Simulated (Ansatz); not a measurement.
# Short convergence ladders for LaTl₃ (Pm-3m, 4 atoms in the cell)

```xyz
4
Lattice="4.8376 0.0000 0.0000 0.0000 4.8376 0.0000 0.0000 0.0000 4.8376" Properties=species:S:1:pos:R:3 pbc="T T T"
La     0.0000     0.0000     0.0000
Tl     0.0000     2.4188     2.4188
Tl     2.4188     0.0000     2.4188
Tl     2.4188     2.4188     0.0000
```

Base method: LDA (PW92), default PAW files made with PBE (plane waves; Ansatz, an electronic-structure program).

Base settings: basis.ecutwfc = 420 eV; kpoints.mp_grid.grid = 7 7 7; hamiltonian.xc = lda; hamiltonian.pseudopotentials = {kind: paw} (the program's default PAW files); scf.occupations.method = fermi_dirac; scf.occupations.width = 0.1 eV.

Core times come from one kind of shared machine, to one figure; runs under 30 s give none.

**Zone-centre phonons against the cutoff**

In this ladder: phonons.method = dfpt.

The mesh stays at the base's, so the ladder's end is converged at best in this setting alone.

Frequencies are those of the unrelaxed cell, without the LO-TO term of polar crystals.

Only quantities that move along the ladder and can be compared are tabulated.

```csv
basis.ecutwfc,highest zone-centre frequency (cm⁻¹),lowest optical frequency (cm⁻¹),core time / last (rough)
210 eV,119.3,63.1,0.3
250 eV,106.4,44.8,0.3
295 eV,103.3,49.9,0.3
355 eV,104.6,50.5,0.6
420 eV,104.5,50.4,0.8
505 eV,104.5,50.4,1
630 eV,104.5,50.4,1
```

Coarsest basis.ecutwfc that holds the lowest optical frequency within 10 cm⁻¹ of the last step, with all finer ones: 250 eV, at about 0.3 of the last step's time; the step before is off by 13 cm⁻¹.

Coarsest basis.ecutwfc that holds the highest zone-centre frequency within 5 cm⁻¹ of the last step, with all finer ones: 250 eV, at about 0.3 of the last step's time; the step before is off by 15 cm⁻¹.

**Zone-centre phonons against the mesh**

In this ladder: phonons.method = dfpt.

Frequencies are those of the unrelaxed cell, without the LO-TO term of polar crystals.

Only quantities that move along the ladder and can be compared are tabulated.

| kpoints.mp_grid.grid | highest zone-centre frequency (cm⁻¹) | lowest optical frequency (cm⁻¹) | core time / last (rough) |
|---|---|---|---|
| 2 2 2 | 121.2 | 55.1 | – |
| 3 3 3 | 113.8 | 43.9 | – |
| 4 4 4 | 108.0 | 52.6 | – |
| 5 5 5 | 105.8 | 52.1 | 0.08 |
| 8 8 8 | 103.6 | 50.3 | 0.3 |
| 10 10 10 | 103.8 | 50.3 | 1.0 |
| 13 13 13 | 104.4 | 50.6 | 1 |

Coarsest kpoints.mp_grid.grid that holds the lowest optical frequency within 5 cm⁻¹ of the last step, with all finer ones: 4 4 4; the step before is off by 6.7 cm⁻¹.

Coarsest kpoints.mp_grid.grid that holds the highest zone-centre frequency within 5 cm⁻¹ of the last step, with all finer ones: 4 4 4; the step before is off by 9.4 cm⁻¹.

**The force threshold of a relaxation**

On LaTl3 (P4mm, 4 atoms in the cell): one atom moved by 0.15 angstrom.

In this ladder: relax = atoms.

The mesh stays at the base's, so the ladder's end is converged at best in this setting alone.

Only quantities that move along the ladder and can be compared are tabulated.

```csv
relax.f_tol,free energy less the last step's (meV/atom),largest force left (eV/Å),relaxation steps
0.2 eV/Å,1.05,0.1586,2
0.1 eV/Å,0.00,0.0014,3
0.05 eV/Å,0.00,0.0014,3
0.03 eV/Å,0.00,0.0014,4
0.02 eV/Å,0.00,0.0014,4
0.01 eV/Å,0.00,0.0014,4
0.005 eV/Å,0.00,0.0014,4
0.001 eV/Å,0.00,0.0000,5
```

Coarsest relax.f_tol that holds the largest force left within 0.01 eV/Å of the last step, with all finer ones: 0.1 eV/Å; the step before is off by 0.16 eV/Å.

Coarsest relax.f_tol that holds the free energy within 0.2 meV/atom of the last step, with all finer ones: 0.1 eV/Å; the step before is off by 1.0 meV/atom.

On the base run: the starting cell comes from a database of computed structures (which also holds hypothetical and non-ambient phases and stackings), without a prior relaxation at this level. Its lattice was rescaled by up to half a per cent. In the base run, with a pressure of about -3 GPa the cell is away from its equilibrium volume at this level.

Left out of this page: 1 run of the series stopped by limits of time or memory.

Keys are those of Ansatz 0.2.
